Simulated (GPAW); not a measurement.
Worked example: self-consistent single point of PNO (P1, 6 atoms in the cell) in GPAW.

Method of the run: LDA (Perdew-Wang 92), GPAW PAW datasets LDA (gpaw-data 1.0.1) (plane waves; GPAW 25.7.0).

The change in words: atoms moved at random. Reference geometry:
```yaml
crystal:
  lattice:
    - [-2.22378, 2.38856, 3.50218]
    - [2.22378, -2.38856, 3.50218]
    - [2.22378, 2.38856, -3.50218]
  atoms:
    - { symbol: P, position: [0.61083, 0.86083, 0.75000] }
    - { symbol: P, position: [0.88917, 0.63917, 0.25000] }
    - { symbol: N, position: [0.75000, 0.89204, 0.14204] }
    - { symbol: N, position: [0.25000, 0.60796, 0.35796] }
    - { symbol: O, position: [0.87288, 0.75000, 0.62288] }
    - { symbol: O, position: [0.62712, 0.25000, 0.87712] }
```

Reference input (self-consistent single point, DFT LDA (Perdew-Wang 92), plane waves, GPAW PAW datasets LDA (gpaw-data 1.0.1)): mode = pw; ecut = 950 eV; xc = LDA; kpts = 5 5 5; mesh shift (steps) = 0 0 0; occupations.name = fixed-uniform; nbands = -8; convergence.bands = -6; symmetry.symmorphic = false; symmetry.tolerance = 0.0005; maxiter = 100. This run's input differs from it in these lines:

```diff
@@ -8,8 +8,8 @@
                     [2.223785, 2.388565, -3.502185]],
-              scaled_positions=[[0.610830, 0.860830, 0.750000],
-                                [0.889170, 0.639170, 0.250000],
-                                [0.750000, 0.892040, 0.142040],
-                                [0.250000, 0.607960, 0.357960],
-                                [0.872880, 0.750000, 0.622880],
-                                [0.627120, 0.250000, 0.877120]],
+              scaled_positions=[[0.618620, 0.862842, 0.755988],
+                                [0.885687, 0.629846, 0.242056],
+                                [0.730546, 0.882115, 0.124926],
+                                [0.254356, 0.625944, 0.361915],
+                                [0.878646, 0.743193, 0.638301],
+                                [0.632145, 0.256060, 0.876813]],
               pbc=True)
```

Log, with long lists cut:

```
     iter     time        total  log10-change:
                         energy   eigst   dens
iter:   1 --:--:--   -55.548294   +0.64
iter:   2 --:--:--   -54.044656   -0.70  -0.69
iter:   3 --:--:--   -49.297944   -0.50  -0.74
iter:   4 --:--:--   -49.206845   -1.33  -1.17
iter:   5 --:--:--   -49.235311   -1.63  -1.28
iter:   6 --:--:--   -49.195972   -1.75  -1.67
iter:   7 --:--:--   -49.179832   -2.57  -1.86
iter:   8 --:--:--   -49.164206   -2.19  -1.94
iter:   9 --:--:--   -49.157886   -2.53  -2.18
iter:  10 --:--:--   -49.151316c  -3.30  -2.29
iter:  11 --:--:--   -49.151347c  -4.56  -3.18
iter:  12 --:--:--   -49.151306c  -5.81  -3.22
iter:  13 --:--:--   -49.151282c  -5.72  -3.29
iter:  14 --:--:--   -49.151277c  -5.83  -3.41
   [... 3 lines left out ...]
iter:  18 --:--:--   -49.151280c  -6.59  -3.63
iter:  19 --:--:--   -49.151285c  -6.17  -3.65
iter:  20 --:--:--   -49.151284c  -6.93  -3.76
iter:  21 --:--:--   -49.151282c  -6.29  -3.86
iter:  22 --:--:--   -49.151282c  -7.70c -4.38c
Converged after 22 iterations.

Dipole moment: (-0.053280, 0.156131, 14.421782) |e|*Ang

Energy contributions relative to reference atoms: (reference = -25542.776639)

Kinetic:        +52.047380
Potential:      -42.674496
External:        +0.000000
XC:             -58.987804
Entropy (-ST):   +0.000000
Local:           +0.463638
SIC:             +0.000000
--------------------------
Free energy:    -49.151282
Extrapolated:   -49.151282

Showing only first 2 kpts
 Kpt  Band  Eigenvalues  Occupancy
  0    14      2.11225    2.00000
  0    15      2.82101    2.00000
  0    16      8.23398    0.00000
  0    17      8.59049    0.00000

  1    14      2.03708    2.00000
  1    15      2.75794    2.00000
  1    16      8.65511    0.00000
  1    17      9.25355    0.00000

Fermi level: 5.75796

Gap: 4.952 eV
Transition (v -> c):
   [... lines left out ...]
Direct gap: 5.413 eV
   [... lines left out ...]
  0 P    -0.28837   -1.83626    0.08536
  1 P     2.48400    0.46625    1.57760
  2 N     1.06376    2.73609   -1.68224
  3 N    -0.36477   -0.67478   -0.49732
  4 O    -1.59523   -0.35728    1.69134
  5 O    -1.29755   -0.33550   -1.17427

Stress tensor:
    -0.029979    -0.023492    -0.012648
    -0.023492    -0.014052    -0.013538
    -0.012648    -0.013538    -0.023916
Stress (GPa, Voigt): [-4.8032 -2.2513 -3.8317 -2.169  -2.0264 -3.7639]
```

The run converged in 22 iterations. GPAW prints stress with tension positive. Against the reference run the free energy rises by 40.3 meV/atom, the largest force goes from 0.320 to 3.383 eV/Å and the gap on the mesh goes from 5.127 to 4.952 eV.

At such cutoffs GPAW's stress carries a finite-basis (Pulay) error, which enters relaxed cells too; its log prints stress with tension positive.

The starting cell comes from a database of computed structures (which also holds hypothetical and non-ambient phases and stackings), without a prior relaxation at this level. For this run, on top of that: atoms moved at random. Forces in this geometry exceed 1 eV/Å.

Cost on one core of a shared machine: roughly 3 min.
